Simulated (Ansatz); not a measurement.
Defect: interstitial Mg in wurtzite AlN, charge state +2. The step: a concerted move, in which Mg travels most; the atom moves 1.89 Å along (0.62, 0.25, 0.16) of the unit cell; at the end the Mg atom holds a host Al site and a host atom stands off its site; the moving atom starts with neighbours 3 Al at 2.30, 3 Al at 2.52; 3 N at 2.01, 3 N at 2.32 Å and ends with Al at 2.39; N at 1.87, 2 N at 2.00, N at 2.25 Å. A PBE band in Ansatz (plane-wave PAW, the Γ point alone, 72 host sites, 42 SCF runs with any check of the saddle's order, static, no finite-size correction) gives a forward barrier of 2.00 eV. The saddle point's order was not checked. The charge state is imposed; whether it is stable for some Fermi level was not computed. Sites that were not tried may lie lower.

Single points at the band's start and saddle point can refine it. Rough cost of one point, in units of the band's mean SCF on the same machine:

```json
[
 {"Level": "PBE, a 2×2×2 k-point mesh shifted by half a step along c", "Cost of one point": "about 6"},
 {"Level": "r2SCAN at 500 eV, the Γ point alone", "Cost of one point": "about 4"}
]
```

### Question
Which of these move the barrier by more than 0.1 eV, and how far does each move it?

### Answer
PBE, a 2×2×2 k-point mesh shifted by half a step along c: +0.03 eV; r2SCAN at 500 eV, the Γ point alone: +0.14 eV. Each functional is compared with PBE at the same k-points.

Ansatz is a program for electronic structure.
